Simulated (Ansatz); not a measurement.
Worked example: relaxation of cell and atoms of Hg (I4_1/amd, 2 atoms in the cell) in Ansatz (an electronic-structure program).

Method of the run: LDA (PW92), default PAW files made with PBE (plane waves; Ansatz).

The change in words: atoms on their sites; basis.ecutwfc: 30.9 Ry → 21.7 Ry; relax: default → cell and atoms. Reference geometry:
```yaml
crystal:
  lattice:
    - [-2.91511, 2.91511, 1.56469]
    - [2.91511, -2.91511, 1.56469]
    - [2.91511, 2.91511, -1.56469]
  atoms:
    - { symbol: Hg, position: [0.76598, 0.26598, 0.50000] }
    - { symbol: Hg, position: [0.00000, 0.00000, 0.00000] }
```

Reference input (self-consistent single point, DFT, LDA (PW92), plane waves, default PAW files made with PBE): basis.ecutwfc = 30.9 Ry; kpoints.mp_grid.grid = 8 8 8; hamiltonian.xc = lda; hamiltonian.pseudopotentials = {kind: paw} (the program's default PAW files); scf.occupations.method = gaussian; scf.occupations.width = 0.0073 Ry. This run's input differs from it in these lines:

Ansatz 0.2 input:
```diff
@@ -6,6 +6,6 @@
   atoms:
-    - { symbol: Hg, position_ang: [0.00000000, 2.91510600, 0.83234730] }
+    - { symbol: Hg, position_ang: [-0.00000000, 2.91510600, 0.78234600] }
     - { symbol: Hg, position_ang: [0.00000000, 0.00000000, 0.00000000] }
 basis:
-  ecutwfc: 30.9 Ry
+  ecutwfc: 21.7 Ry
 kpoints:
@@ -21,2 +21,4 @@
     width: 0.0073 Ry
+relax:
+  cell: {}
 output:
```

The program printed (abridged):

```
   [... SCF lines of the steps left out ...]
relax step   1: F+E_penalty+E_count = -27044.43247078 eV  Δ(F+E_penalty+E_count) = +0.000e0 eV  max|allowed force component| = 0.000e0 eV/Å  Δτ_max = 0.0000 Å  P = -4.580 GPa  Ω = 53.186 Å³  (6 SCF iters, dr2 threshold 1.00e-7 eV, accepted)
relax step   2: F+E_penalty+E_count = -27044.78588596 eV  Δ(F+E_penalty+E_count) = -3.534e-1 eV  max|allowed force component| = 3.469e-18 eV/Å  Δτ_max = 0.0000 Å  P = +7.772 GPa  Ω = 47.088 Å³  energy of the carried Pulay correction = +4.100e-1 eV  [...]
   [... lines left out ...]
relax step  28: F+E_penalty+E_count = -27044.55112727 eV  Δ(F+E_penalty+E_count) = -6.689e-5 eV  max|allowed force component| = 0.000e0 eV/Å  Δτ_max = 0.0000 Å  P = -0.000 GPa  Ω = 46.743 Å³  energy of the carried Pulay correction = +6.068e-5 eV  (3 [...]
relax step  29: F+E_penalty+E_count = -27044.55107959 eV  Δ(F+E_penalty+E_count) = +4.768e-5 eV  max|allowed force component| = 1.735e-18 eV/Å  Δτ_max = 0.0000 Å  P = -0.000 GPa  Ω = 46.743 Å³  stress off target by 4.58e-2 GPa  SCF on the basis [...]
basis re-selected at this cell: Δ(F+E_penalty+E_count) = +4.768e-5 eV, ΔP = -0.000 GPa vs the last step
the relaxation is at rest under the 16 symmetry operations that the run kept from its start: a minimum is not shown …
Stability not checked: this state was not tested for a lower state beside it, because too few of the mixer's solves of this state at the end of the SCF gave a …
Free energy (F): -27044.551080 eV
Internal energy: -27044.548999 eV  (E = F + TS)
   [... lines left out ...]
Fermi energy:    14.745112 eV
   [... lines left out ...]
  cell:  # Å, volume = 46.7432 Å³
    - [-2.8350574134072772, 2.8350574134072772, 1.45390049338609]
    - [2.8350574134072772, -2.8350574134072772, 1.45390049338609]
    - [2.8350574134072772, 2.8350574134072772, -1.45390049338609]
  atoms:
    - { symbol: Hg, position: [0.7499999999999998, 0.24999999999999994, 0.4999999999999999] }
    - { symbol: Hg, position: [2.658173925963762e-34, 2.3613875167542156e-35, 2.8943126776391838e-34] }
```

The run converged. 

Summary of the result:
Free energy E − TS (on the zero of these files): -27044.5511 eV
Fermi level (on the code's own zero): 14.75 eV
Pressure: 0.00 GPa
Final cell: a = 4.2648 Å, b = 4.2648 Å, c = 4.2648 Å, α = 96.67°, β = 96.67°, γ = 140.14°
Final volume per atom: 23.37 Å³
Relaxation steps: 29

The starting cell comes from a database of computed structures (which also holds hypothetical and non-ambient phases and stackings), without a prior relaxation at this level. Its lattice was rescaled by up to half a per cent. The relaxation keeps the symmetry of its start, so its end need not be a minimum. Ansatz's pressure includes its estimate of the finite-basis (Pulay) stress. Without the estimate this run gives -11.50 GPa. The cutoff lies below the one recommended for these files.

Cost on one core of a shared machine: roughly 50 s.
